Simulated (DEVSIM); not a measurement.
Device: Au/SiON/p-InP capacitor, at 300 K.

Layer 1 from the left is SiON, thickness (nm) 3.70. Layer 2 from the left is InP, thickness (nm) 4800, Na (cm⁻³) 1.7e16.

Metal gate on the left, work function 5.1 eV. Fixed charge at the semiconductor interface -6.4e11 cm⁻² (in units of +e); no interface traps.

This is a model device: material constants are rounded textbook-type values typed into the input, and sizes, dopings and lifetimes were drawn at random. Values at 300 K.

SiON: gap (eV) 7, affinity (eV) 1.4, permittivity 5.5. InP: gap (eV) 1.344, affinity (eV) 4.38, permittivity 12.5, Nc (cm⁻³) 5.7e17, Nv (cm⁻³) 1.1e19.

DEVSIM, 1D Poisson equation in equilibrium, Boltzmann statistics, complete ionisation; no quantum confinement or tunnelling. Metal contacts follow the ideal Schottky-Mott rule: no Fermi-level pinning, no interface dipoles.

What does the simulation give for the flat-band voltage, the threshold voltage (band bending 2φF), the minimum of the low-frequency capacitance?

flat-band voltage -0.38 V; threshold voltage (band bending 2φF) 0.77 V; minimum of the low-frequency capacitance 0.0398 μF/cm².
